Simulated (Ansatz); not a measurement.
Si, carrier doping

Base system: Si (space group C2/m, No. 12; a = 13.8028 Å, b = 3.8401 Å, c = 6.3262 Å, α = 90.00°, β = 96.76°, γ = 90.00°; a cell from a computed database, its experimental status unchecked).

Carriers are added at fixed cell with a uniform background; the Fermi–Dirac width is that of 300 K.

All numbers come from Kohn–Sham DFT with the PBEsol functional, run in Ansatz (a first-principles code) with PAW and 420 eV plane waves, no spin-orbit coupling.

Notes on the quantities. Fermi level from band edge: Fermi level relative to the doped band's edge (positive inside the band; to 0.05 eV).

```csv
case,Fermi level from band edge,gap between the host's bands,largest internal atomic displacement
undoped,–,0.15 eV,–
electrons 2.0×10^21 cm⁻³,+0.60 eV,0.12 eV,–
electrons 3.0×10^21 cm⁻³,+0.65 eV,0.10 eV,0.012 Å
electrons 5.0×10^21 cm⁻³,+0.80 eV,0.06 eV,0.014 Å
holes 2.0×10^21 cm⁻³,+0.70 eV,0.15 eV,0.031 Å
holes 3.0×10^21 cm⁻³,+0.85 eV,0.16 eV,0.042 Å
holes 5.0×10^21 cm⁻³,+1.00 eV,0.21 eV,0.054 Å
```

Charged cell with a jellium background: band edges are those of the host's band count, energies are not comparable with the neutral cell, and many-body gap narrowing is missing. Whether these cells are dynamically stable was not tested. This is not the structure that Si has at room temperature and ambient pressure. A zero or small gap of Si can be the functional's error rather than a property of the material.
